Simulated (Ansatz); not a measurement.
Take MnCoGe (space group P6_3/mmc, No. 194; a = 4.0203 Å, c = 5.0179 Å; ferromagnetic; a cell from a computed database, its experimental status unchecked) as the base.

Computed with PBEsol (Ansatz, a first-principles code; PAW; 420 eV plane waves; no spin-orbit coupling).

Before the change:

- Band gap: zero
- Shortest interatomic distance: 232.1 pm
- Largest site moment: 2.40 μB

It is then changed as follows: every Co is replaced by Fe, then cell and atoms are relaxed.

Q: What does the calculation give for the band gap after the change?

A: The band gap remains zero.

Q: Estimate the effect on the shortest interatomic distance.

A: The shortest interatomic distance increases by 1.2 pm (232.1 pm → 233.3 pm).

Q: How does this affect the largest site moment?

A: The largest site moment falls by 0.20 μB to 2.20 μB.

Other magnetic orders, which the real material may have, were not ruled out. Whether these cells are dynamically stable was not tested. For MnFeGe in this form, whether it has been made was not checked.
